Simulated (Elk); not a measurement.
Input and output of a self-consistent single point for Au (Fm-3m, 1 atom in the cell) (Elk).

Level of theory: Elk with PBEsol, all-electron FP-LAPW, Elk's shipped species files, APW+lo basis with extra local orbitals.

```
Au
1.0
    0.00000     2.03388     2.03388
    2.03388     0.00000     2.03388
    2.03388     2.03388     0.00000
Au
1
Direct
  0.00000   0.00000   0.00000
```

Reference input (self-consistent single point, DFT, PBEsol, all-electron FP-LAPW, Elk's shipped species files, APW+lo basis with extra local orbitals): xctype = 22; rgkmax = 7.5; stype = 3; swidth = 0.00367493 Ha; ngridk = 8 8 8; gmaxvr = 14 1/bohr; nxlo = 2; lorbcnd = true; rmtscf = 0.91; lmaxi = 3. This run's input differs from it in these lines:

```diff
@@ -28,3 +28,3 @@
 swidth
-  0.00367493
+  0.000734986
 
@@ -42,3 +42,3 @@
 ngridk
-  8 8 8
+  18 18 18
```

Output (repeated stretches shortened):

```
│ Self-consistent loop started │
│ Loop number : 1 │
 total energy                :     -19038.4693514
│ Loop number : 2 │
 total energy                :     -19038.8456951
RMS change in Kohn-Sham potential (target) :   0.1885834247     (  0.1000000000E-05)
Absolute change in total energy (target)   :   0.3763436212     (  0.1000000000E-03)
│ Loop number : 3 │
 total energy                :     -19039.9442447
RMS change in Kohn-Sham potential (target) :   0.1684212797     (  0.1000000000E-05)
Absolute change in total energy (target)   :    1.192635577     (  0.1000000000E-03)
│ Loop number : 4 │
   [... lines left out ...]
Absolute change in total energy (target)   :   0.1454206234E-02 (  0.1000000000E-03)
│ Loop number : 13 │
 total energy                :     -19042.7196980
RMS change in Kohn-Sham potential (target) :   0.5162733699E-06 (  0.1000000000E-05)
Absolute change in total energy (target)   :   0.2803538664E-03 (  0.1000000000E-03)
│ Loop number : 14 │
 total energy                :     -19042.7197177
RMS change in Kohn-Sham potential (target) :   0.1861711797E-06 (  0.1000000000E-05)
Absolute change in total energy (target)   :   0.5037833034E-04 (  0.1000000000E-03)
Convergence targets achieved

│ Loop number : 15 │

Energies :
 Fermi                       :     0.348104357207
 total energy                :     -19042.7197202

Density of states at Fermi energy :    11.86386339
 (states/Hartree/unit cell)

Estimated indirect band gap :   0.3670995903E-03
 from k-point    105 to k-point     88
Estimated direct band gap   :   0.6328207705E-01
 at k-point     88

Charges :
 core                        :    48.00000000
 valence                     :    31.00000000
 interstitial                :    1.403764872
 muffin-tins (core leakage)
  species :    1 (Au)
   atom    1                 :    77.59623513     (  0.3836461584E-03)
 total in muffin-tins        :    77.59623513
 total calculated charge     :    78.99491132
 total charge                :    79.00000000
 error                       :   0.5088677142E-02

│ Self-consistent loop stopped │
```

The run converged in 15 iterations. The count includes the last loop, which Elk runs after its targets are met. Against the reference run the free energy drops by 31.0 meV/atom.

The starting cell has typed, rounded lattice constants, without a prior relaxation at this level. Its lattice was rescaled by up to half a per cent. Spin-orbit coupling is off. Values depend on the basis (sphere radii, cutoffs, local orbitals), which need not be converged. The log's line on a gap gives a spacing of levels on this mesh, which the program prints for metals too.
